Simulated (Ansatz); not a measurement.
corundum (0 0 1) on zinc-blende InP (1 1 1) (film strained to the substrate, started from cuts of the bulks and a machine-learned relaxation; metallic at this level, with no gap by band count)

A periodic stack without vacuum, corundum (0 0 1) on zinc-blende InP (1 1 1) (film strained to the substrate, started from cuts of the bulks and a machine-learned relaxation; metallic at this level, with no gap by band count): substrate slab In16P16, film Al36O54, surface cells [[0, 2], [-2, 0]] and [[2, 1], [-1, 1]], film strained by +1.2 and +1.2 %, outermost planes In/P and Al/Al as cut, which need not be the usual terminations and can put a slab off its formula.

The start was prepared with a machine-learned potential, and the result is one local minimum, with the in-plane cell held and forces under 0.04 eV/Å; the film can end far from its bulk form.

Level of theory: PBE (plane waves to 420 eV, PAW; Ansatz, a first-principles code). Spin–orbit coupling is left out; the runs are not spin-polarised; PBE gaps are too small against experiment. Its k-point mesh 3×3×1, Fermi–Dirac width 0.05 eV.

- interface area: 61.5 Å²
- period: 27.52 Å
- gaps between the outermost planes at the two interfaces: 2.31 and 1.88 Å
- In–O contacts across the interfaces within 1.22 times the sum of covalent radii: 3, mean 2.31 Å
- Al–P contacts across the interfaces within 1.22 times the sum of covalent radii: 3, mean 2.53 Å
- Al–In contacts across the interfaces within 1.22 times the sum of covalent radii: 1, mean 2.62 Å
- two interfaces: unlike, so that offsets are their mean

```xyz
122
Lattice="8.4287 0.0001 -0.0194 -4.2142 7.2986 0.1179 2.2174 -1.7070 27.4898" Properties=species:S:1:pos:R:3 pbc="T T T"
In    -2.2594     3.9157     1.3895
In     1.8584     3.8919     0.6620
In    -4.3181     7.5123     0.7166
In    -0.1556     7.6683     0.7000
In     1.9335     6.2904     4.1564
In    -2.2623     6.3679     4.3547
In     4.0262     2.6208     4.2836
In    -0.1156     2.6125     4.2992
In     1.9962     1.4233     7.8025
In     6.2016     1.3103     7.6561
In    -0.1940     5.0201     7.7212
In     4.0556     5.0318     7.6618
In     5.9961     3.5753    11.1360
In     1.9358     3.9999    11.2122
In     8.5423    -0.0121    11.1365
In     4.0932     0.0835    11.1308
P     -0.1037     2.5834     1.6911
P      3.9442     2.6949     1.6746
P     -2.2127     6.4480     1.7435
P      1.9329     6.3451     1.4659
P      4.0431     5.0849     5.0345
P     -0.1575     5.0703     5.0776
P      6.1710     1.3812     5.0140
P      1.9627     1.4362     5.2085
P      4.0879     0.1253     8.5088
P      8.3433     0.1231     8.4964
P      1.9385     3.8779     8.5693
P      6.1254     3.7369     8.4845
P     -0.1301     2.5110    11.6124
P      3.7929     2.4704    12.0402
P     -2.0439     5.9030    12.1078
P      2.0983     6.4370    12.1302
Al     4.1068     0.0006    15.9924
Al     4.1079     4.8656    16.1235
Al    -0.1064     2.4345    15.9411
Al     6.8377    -0.0673    14.3444
Al    -1.5604     5.0000    14.4319
Al     2.8184     2.4420    14.3853
Al     5.5507     2.4511    15.7471
Al     1.2675     0.0319    15.7190
Al     1.2882     4.8301    15.7909
Al     6.9095    -0.0141    17.7921
Al    -1.4901     4.8424    17.8839
Al     2.7010     2.3894    17.8385
O      2.7463     5.6124    15.0986
O      6.9564     3.2798    14.9003
O      2.7323     0.7674    14.9264
O      5.4396     0.8312    14.9267
O      5.4186     5.6921    15.0902
O      1.2917     3.2157    14.9114
O      6.8259     1.6984    17.0794
O      2.6171    -0.7384    17.0990
O      2.6018     4.1023    17.1847
O      5.5107     3.9166    17.1749
O      1.2679     1.4788    17.0879
O      5.4810    -0.9482    17.0902
O      4.2303     1.6374    17.1320
O      8.4321    -0.7709    17.0987
O      0.0219     4.0740    17.1293
O      4.1522     3.3389    15.0596
O      8.2818     0.8549    14.8625
O     -0.0737     5.7510    15.0079
Al     6.9203    -0.0755    20.5154
Al    -1.5030     4.8057    20.6085
Al     2.7214     2.3622    20.5627
Al     5.5213     2.4093    18.3676
Al     1.2912    -0.0377    18.3408
Al     1.3113     4.8209    18.4128
Al     4.1170    -0.0593    19.9097
Al     4.1162     4.8066    19.9968
Al    -0.0977     2.3723    20.0362
Al     5.5812     2.3940    22.2054
Al     1.2356    -0.0752    22.1785
Al     1.3333     4.7005    22.2548
O      5.6474     0.7106    19.2903
O      5.6496     5.5815    19.3593
O      1.4237     3.1353    19.3384
O      8.2199     0.6876    19.2866
O     -0.2078     5.5418    19.3750
O      4.0108     3.1048    19.3269
O      5.4182    -0.8650    21.4778
O      5.4096     4.0577    21.4901
O      1.2240     1.6233    21.5009
O      4.1477     1.4338    21.5180
O      8.3168    -1.0369    21.4062
O     -0.1238     3.8544    21.5376
O      7.0473     1.5706    21.4863
O      2.7909    -0.8176    21.4879
O      2.8457     4.0287    21.4951
O      2.6847     5.7620    19.3683
O      6.9160     3.3258    19.3293
O      2.6908     0.8968    19.3006
Al     5.5685     2.2944    24.9669
Al     1.3000    -0.1097    24.9428
Al     1.3012     4.6966    25.0096
Al     4.1219    -0.1004    22.6115
Al     4.1212     4.7648    22.6679
Al    -0.0904     2.3297    22.7779
Al     6.9940    -0.1185    24.6772
Al    -1.5051     4.6730    24.7679
Al     2.6794     2.3401    24.7297
Al     4.1289    -0.1429    25.2384
Al     4.1314     4.7199    25.2946
Al    -0.0834     2.2754    26.2633
O      4.1819     3.1676    23.7939
O      8.5048     0.6120    23.5871
O     -0.0422     5.6521    23.9141
O      6.7818     3.0240    23.6271
O      2.7851     0.6001    23.8402
O      2.7236     5.4879    23.8218
O      8.3094    -0.8961    25.7721
O     -0.1464     3.9549    25.7954
O      4.1238     1.5525    25.9321
O      6.9287     1.3922    25.7401
O      2.6577    -1.0171    25.8927
O      2.6810     3.8442    25.8554
O      5.6135    -1.0002    25.8845
O      5.6139     3.8967    25.8524
O      1.3938     1.5000    25.7565
O      5.4215     0.6803    23.8319
O      9.6777    -1.7153    23.7071
O      1.3030     3.3081    23.6449
```
